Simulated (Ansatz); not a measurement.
**A computed series for hypothetical rutile WSe2: response to strain**

The parent structure is WSe$_{2}$ in the rutile structure (space group P4_2/mnm, No. 136; a = 6.206 Å, c = 3.384 Å; a hypothetical phase, not in the database extracts checked). Axes: x, y, z lie along a, b, c of the conventional cell.

Strains are applied to the cell and any free atomic positions relax; under biaxial strain the out-of-plane vector relaxes too; under stress the whole cell relaxes.

All numbers come from PBE (Ansatz, a quantum-chemistry and plane-wave program, PAW, no spin-orbit coupling).

Notes on the quantities. pressure: mean of the normal stresses, compression positive.

```json
[
 {"variant": "base", "pressure": "0.0 GPa", "shortest interatomic distance": "2.513 Å"},
 {"variant": "biaxial strain −1.97 %, plane normal [001], relaxed out of plane", "pressure": "2.6 GPa", "shortest interatomic distance": "2.482 Å"},
 {"variant": "biaxial strain −0.98 %, plane normal [001], relaxed out of plane", "pressure": "1.3 GPa", "shortest interatomic distance": "2.497 Å"},
 {"variant": "biaxial strain −0.72 %, plane normal [001], relaxed out of plane", "pressure": "0.9 GPa", "shortest interatomic distance": "2.501 Å"},
 {"variant": "isotropic strain −3.97 %", "pressure": "18.6 GPa", "shortest interatomic distance": "2.387 Å"},
 {"variant": "isotropic strain −0.31 %", "pressure": "1.1 GPa", "shortest interatomic distance": "2.503 Å"},
 {"variant": "uniaxial strain ε_zz = −3.31 %", "pressure": "3.5 GPa", "shortest interatomic distance": "2.486 Å"},
 {"variant": "uniaxial strain ε_zz = +1.14 %", "pressure": "-1.1 GPa", "shortest interatomic distance": "2.523 Å"},
 {"variant": "uniaxial strain ε_zz = +2.60 %", "pressure": "-2.3 GPa", "shortest interatomic distance": "2.535 Å"},
 {"variant": "uniaxial stress, 5 GPa compression along z", "pressure": "–", "shortest interatomic distance": "2.508 Å"}
]
```

Without a gap, meshes like the base's 8×8×14 leave anisotropic stresses uncertain by several tenths of a GPa, and small strain energies with them. Stability under load was not tested beyond the relaxation. All final runs are without spin polarisation. WSe2 has a high density of states at the Fermi level and may be magnetic at this level.
